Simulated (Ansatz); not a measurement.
A computed series for Te: response to strain

The parent structure is Te (space group P3_121, No. 152; made of chains).

```yaml
crystal:
  lattice:
    - [4.52111, 0.00000, 0.00000]
    - [-2.26056, 3.91540, 0.00000]
    - [0.00000, 0.00000, 5.95492]
  atoms:
    - { symbol: Te, position: [0.26812, 0.00000, 0.33333] }
    - { symbol: Te, position: [0.00000, 0.26812, 0.66667] }
    - { symbol: Te, position: [0.73188, 0.73188, 0.00000] }
```

Cartesian axes are those of the cell as printed.

Strains are applied to the cell and any free atomic positions relax; under biaxial strain the out-of-plane vector relaxes too.

Computed with PBE, PAW, 420 eV (Ansatz, an electronic-structure program; spin-orbit coupling left out), earlier PAW set.

**Question.** Only one of these has no band gap. Which?
(A) isotropic strain −3.81 %
(B) biaxial strain +3.71 %, plane normal [001], relaxed out of plane
(C) biaxial strain +0.61 %, plane normal [001], relaxed out of plane
(D) biaxial strain +3.38 %, plane normal [001], relaxed out of plane

**Answer.** A, isotropic strain −3.81 %. Computed: biaxial strain +0.61 %, plane normal [001], relaxed out of plane: 0.27 eV; isotropic strain −3.81 %: zero; biaxial strain +3.38 %, plane normal [001], relaxed out of plane: 0.46 eV; biaxial strain +3.71 %, plane normal [001], relaxed out of plane: 0.48 eV

The mesh was chosen for an insulator and is coarse for the gapless case. With Te present, leaving out spin-orbit coupling can change the band edges. Whether these cells are dynamically stable was not tested. No dispersion term is included, though the crystal is made of layers, chains or molecules, so its spacings can come out too wide. A zero or small gap of Te can be the functional's error rather than a property of the material.
